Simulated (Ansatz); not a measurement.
A constructed model of the (111)A surface of zinc-blende ZnS, Zn-terminated, 2x2 Al adatom at H3 (bottom of the slab: 2 H on 4 bottom sites)

All values below come from PBE (plane waves to 420 eV, PAW; Ansatz, an electronic-structure program).

Model: 35-atom slab, 12.8 Å thick at the start with caps and adatoms (thin: gaps and levels are the slab's own), 3x3x1 mesh, Fermi-Dirac 0.025 eV, dipole correction, 8 atoms held, the rest relaxed; symmetry of the start imposed; spin-polarised, ending with about 1.0 μB a cell; orders that need a larger cell were not tried, no spin-orbit, no U. In PBE it lies 0.03 eV a 1x1 cell over the lowest computed structure of the same composition (2x2 Al adatom at T4).

```yaml
gap_of_the_slab_on_its_k_mesh: 0.40 eV
highest_filled_level_below_the_top_vacuum_level: 4.10 eV
energy_released_by_relaxation: 1.74 eV
magnetic_moment_of_the_cell: 1.00 μB
cost: roughly 40 core-minutes
```
